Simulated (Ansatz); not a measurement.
**A computed series for GaP: response to strain**

The parent structure is GaP in the zinc blende structure (space group F-43m, No. 216).

```
CELL_PARAMETERS angstrom
      0.00000     2.71928     2.71928
      2.71928     0.00000     2.71928
      2.71928     2.71928     0.00000
ATOMIC_POSITIONS crystal
  Ga 0.00000 0.00000 0.00000
  P  0.25000 0.25000 0.25000
```

Cartesian axes are those of the cell as printed.

Strains are applied to the cell and any free atomic positions relax.

All numbers come from Kohn–Sham DFT with the PBEsol functional, run in Ansatz (a first-principles code) with PAW and 420 eV plane waves, without spin-orbit coupling.

Notes on the quantities. pressure: mean of the normal stresses, compression positive.

| change | band gap | electron mass | smallest direct gap | gap character | pressure |
|---|---|---|---|---|---|
| base | 1.45 eV | 1.2 mₑ along k, 0.23 mₑ across (off the special points) | 1.80 eV | – | 0.00 GPa |
| uniaxial strain ε_zz = −3.00 % | 1.11 eV | 1.1 mₑ along k, 0.23 mₑ across (off the special points) | 1.93 eV | indirect, Γ → Γ–M (87 % along) | 2.74 GPa |
| uniaxial strain ε_zz = −2.50 % | 1.17 eV | 1.0 mₑ along k, 0.22 mₑ across (off the special points) | 1.91 eV | indirect, Γ → Γ–M (87 % along) | 2.26 GPa |
| uniaxial strain ε_zz = −0.50 % | 1.40 eV | 1.1 mₑ along k, 0.23 mₑ across (off the special points) | 1.82 eV | indirect, Γ → Γ–M (87 % along) | 0.43 GPa |
| uniaxial strain ε_zz = +0.50 % | 1.44 eV | 1.1 mₑ along k, 0.23 mₑ across (off the special points) | 1.75 eV | indirect, Γ → Γ–X (87 % along) | … |
| uniaxial strain ε_zz = +1.00 % | 1.43 eV | 1.1 mₑ along k, 0.23 mₑ across (off the special points) | 1.70 eV | indirect, Γ → Γ–X (87 % along) | -0.83 GPa |
| uniaxial strain ε_zz = +1.50 % | 1.41 eV | 1.1 mₑ along k, 0.23 mₑ across (off the special points) | 1.65 eV | indirect, Γ → Γ–X (87 % along) | -1.23 GPa |
| uniaxial strain ε_zz = +2.00 % | 1.40 eV | 1.0 mₑ along k, 0.23 mₑ across (off the special points) | 1.60 eV | indirect, Γ → Γ–X (87 % along) | -1.62 GPa |
| uniaxial strain ε_zz = +2.50 % | 1.38 eV | 1.1 mₑ along k, 0.23 mₑ across (off the special points) | … | indirect, Γ → Γ–X (87 % along) | -2.00 GPa |
| uniaxial strain ε_zz = +3.00 % | 1.37 eV | 1.0 mₑ along k, 0.23 mₑ across (off the special points) | … | indirect, Γ → Γ–X (87 % along) | -2.37 GPa |

Question: What belongs in the blanks?

Answer: 
- uniaxial strain ε_zz = +0.50 %, pressure: -0.42 GPa
- uniaxial strain ε_zz = +2.50 %, smallest direct gap: 1.54 eV
- uniaxial strain ε_zz = +3.00 %, smallest direct gap: 1.49 eV

Effective masses come from finite differences of ±0.01 Å⁻¹. Along k means along the line from Γ to the band edge. Whether these cells are dynamically stable was not tested. k-point labels follow each cell's own Brillouin zone.
